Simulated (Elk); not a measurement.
# A self-consistent single point of Ti2InC (P6_3/mmc, 8 atoms in the cell) with Elk

Method of the run: LDA (PW92), all-electron FP-LAPW, Elk's shipped species files, default APW+lo basis run with Elk.

Input:

```
tasks
  0

xctype
  3

rgkmax
  7.0

rmtscf
  0.88

stype
  0

swidth
  0.00367493

avec
    5.8661526287   -0.0000001258    0.0000000000
   -2.9330762054    5.0802372618    0.0000000000
    0.0000000000    0.0000000000   26.4357661512

atoms
  3   : nspecies
  'Ti.in'   : spfname
  4   : natoms; atposl, bfcmt below
  0.6666666667  0.3333333333  0.5787600000    0.0 0.0 0.0
  0.3333333333  0.6666666667  0.4212400000    0.0 0.0 0.0
  0.3333333333  0.6666666667  0.0787600000    0.0 0.0 0.0
  0.6666666667  0.3333333333  0.9212400000    0.0 0.0 0.0
  'In.in'   : spfname
  2   : natoms; atposl, bfcmt below
  0.6666666667  0.3333333333  0.2500000000    0.0 0.0 0.0
  0.3333333333  0.6666666667  0.7500000000    0.0 0.0 0.0
  'C.in'   : spfname
  2   : natoms; atposl, bfcmt below
  0.0000000000  0.0000000000  0.5000000000    0.0 0.0 0.0
  0.0000000000  0.0000000000  0.0000000000    0.0 0.0 0.0

ngridk
  8 8 2
```

Output, abridged:

```
│ Elk code version 10.2.4 │

All units are atomic (Hartree, Bohr, etc.)

│ Ground-state run starting from atomic densities │

Lattice vectors :
   5.866152629     -0.1258000000E-06   0.000000000
  -2.933076205       5.080237262       0.000000000
   0.000000000       0.000000000       26.43576615

Unit cell volume      :    787.8240785
Brillouin zone volume :   0.3148548263

Muffin-tin inner radius fraction :   0.1000000000E-01

Nuclei treated as point charges

Species :    1 (Ti)
 parameters loaded from : Ti.in
 name : titanium
 nuclear charge    :   -22.00000000
 electronic charge :    22.00000000
 atomic mass :    87256.20310
 muffin-tin radius :    2.112000000
 number of radial points in muffin-tin :    497
 atomic positions (lattice), magnetic fields (Cartesian) :
   1 :   0.16666667  0.33333333 -0.42124000    0.00000000  0.00000000  0.00000000
   2 :  -0.16666667 -0.33333333  0.42124000    0.00000000  0.00000000  0.00000000
   3 :  -0.16666667 -0.33333333  0.07876000    0.00000000  0.00000000  0.00000000
   4 :   0.16666667  0.33333333 -0.07876000    0.00000000  0.00000000  0.00000000

Species :    2 (In)
 parameters loaded from : In.in
 name : indium
 nuclear charge    :   -49.00000000
 electronic charge :    49.00000000
 atomic mass :    209300.4100
 muffin-tin radius :    2.288000000
 number of radial points in muffin-tin :    597
 atomic positions (lattice), magnetic fields (Cartesian) :
   1 :   0.16666667  0.33333333  0.25000000    0.00000000  0.00000000  0.00000000
   2 :  -0.16666667 -0.33333333 -0.25000000    0.00000000  0.00000000  0.00000000

Species :    3 (C)
 parameters loaded from : C.in
 name : carbon
 nuclear charge    :   -6.000000000
 electronic charge :    6.000000000
 atomic mass :    21894.16672
 muffin-tin radius :    1.584000000
 number of radial points in muffin-tin :    297
 atomic positions (lattice), magnetic fields (Cartesian) :
   [... lines left out ...]
Maximum |G| for potential and density :    12.00000000
 potential will be trimmed for |G| > 2 gkmax
Constant for pseudocharge density :    7
Radial integration step length :    4

G-vector grid sizes :     24    24   105
Number of G-vectors :    23045

Maximum angular momentum used for
 APW functions                      :    8
 outer part of muffin-tin           :    6
 inner part of muffin-tin           :    1

Total nuclear charge    :   -198.0000000
Total core charge       :    104.0000000
Total valence charge    :    94.00000000
Total excess charge     :    0.000000000
Total electronic charge :    198.0000000

Effective Wigner radius, rₛ :   0.9830112396

Number of empty states         :   32
Total number of valence states :   79
Total number of core states    :  104

Total number of local-orbitals :   96

Exchange-correlation functional :      3     0     0
 Perdew-Wang/Ceperley-Alder, Phys. Rev. B 45, 13244 (1992)
 gradient requirement :    0
 local density approximation (LDA)

Smearing type :    0
 Gaussian
Smearing width :   0.3674930000E-02
Effective electronic temperature (K) :    1160.451112

Mixing type :    3
 Broyden mixing, J. Phys. A: Math. Gen. 17, L317 (1984)

Kohn-Sham potential initialised from atomic data
│ Self-consistent loop started │
│ Loop number : 1 │
 total energy                :     -15215.2178934
│ Loop number : 2 │
 total energy                :     -15216.5907601
RMS change in Kohn-Sham potential (target) :   0.4348926179     (  0.1000000000E-05)
Absolute change in total energy (target)   :    1.372866683     (  0.1000000000E-03)
│ Loop number : 3 │
 total energy                :     -15223.1544074
RMS change in Kohn-Sham potential (target) :   0.3496520070     (  0.1000000000E-05)
Absolute change in total energy (target)   :    6.906863934     (  0.1000000000E-03)
│ Loop number : 4 │
 total energy                :     -15236.1746883
RMS change in Kohn-Sham potential (target) :   0.1623917406     (  0.1000000000E-05)
Absolute change in total energy (target)   :    14.74699691     (  0.1000000000E-03)
│ Loop number : 5 │
 total energy                :     -15239.9381413
RMS change in Kohn-Sham potential (target) :   0.8570138017E-01 (  0.1000000000E-05)
Absolute change in total energy (target)   :    7.450202268     (  0.1000000000E-03)
   [... lines left out ...]
Absolute change in total energy (target)   :   0.3100933249E-02 (  0.1000000000E-03)
│ Loop number : 13 │
 total energy                :     -15240.0470509
RMS change in Kohn-Sham potential (target) :   0.3127069810E-05 (  0.1000000000E-05)
Absolute change in total energy (target)   :   0.1053910333E-02 (  0.1000000000E-03)
│ Loop number : 14 │
 total energy                :     -15240.0475659
RMS change in Kohn-Sham potential (target) :   0.8418389269E-06 (  0.1000000000E-05)
Absolute change in total energy (target)   :   0.7785010748E-03 (  0.1000000000E-03)
│ Loop number : 15 │
 total energy                :     -15240.0477476
RMS change in Kohn-Sham potential (target) :   0.3197944658E-06 (  0.1000000000E-05)
Absolute change in total energy (target)   :   0.3762726246E-03 (  0.1000000000E-03)
│ Loop number : 16 │
 total energy                :     -15240.0477297
RMS change in Kohn-Sham potential (target) :   0.9763603035E-07 (  0.1000000000E-05)
Absolute change in total energy (target)   :   0.7621309305E-04 (  0.1000000000E-03)
Convergence targets achieved

│ Loop number : 17 │

Energies :
 Fermi                       :     0.333198107206
 sum of eigenvalues          :     -9086.24769810
 electron kinetic            :      15861.0395262
 core electron kinetic       :      15148.1146660
 Coulomb                     :     -30619.7478326
 Coulomb potential           :     -24309.5865456
 nuclear-nuclear             :     -1545.17705197
 electron-nuclear            :     -33839.5550157
 Hartree                     :      4764.98423503
 Madelung                    :     -18464.9545598
 xc potential                :     -637.700678637
 exchange                    :     -463.941937899
 correlation                 :     -17.3974776333
 total energy                :     -15240.0477220

Density of states at Fermi energy :    82.84041818
 (states/Hartree/unit cell)

Estimated indirect band gap :   0.2480906305E-02
 from k-point     17 to k-point     10
Estimated direct band gap   :   0.1136979074E-01
 at k-point     10

Charges :
 core                        :    104.0000000
 valence                     :    94.00000000
 interstitial                :    15.78235128
 muffin-tins (core leakage)
  species :    1 (Ti)
   atom    1                 :    19.83229282     (  0.1570380448E-07)
   atom    2                 :    19.83229282     (  0.1570380448E-07)
   atom    3                 :    19.83229282     (  0.1570380448E-07)
   atom    4                 :    19.83229282     (  0.1570380448E-07)
  species :    2 (In)
   atom    1                 :    46.74583697     (  0.7622847529E-03)
   atom    2                 :    46.74583697     (  0.7622847529E-03)
  species :    3 (C)
   atom    1                 :    4.698401738     (  0.2638177232E-04)
   atom    2                 :    4.698401738     (  0.2638177232E-04)
 total in muffin-tins        :    182.2176487
 total calculated charge     :    198.0210156
 total charge                :    198.0000000
 error                       :   0.2101555559E-01

│ Self-consistent loop stopped │
```

The run converged in 17 iterations. The count includes the last loop, which Elk runs after its targets are met.

The starting cell comes from a database of computed structures (which also holds hypothetical and non-ambient phases and stackings), without a prior relaxation at this level. Its lattice was rescaled by a random factor within 2.5 % of one. Spin polarisation is off. Values depend on the basis (sphere radii, cutoffs, local orbitals), which need not be converged. The log's line on a gap gives a spacing of levels on this mesh, which the program prints for metals too.

Cost on one core of a shared machine: roughly 3 min.
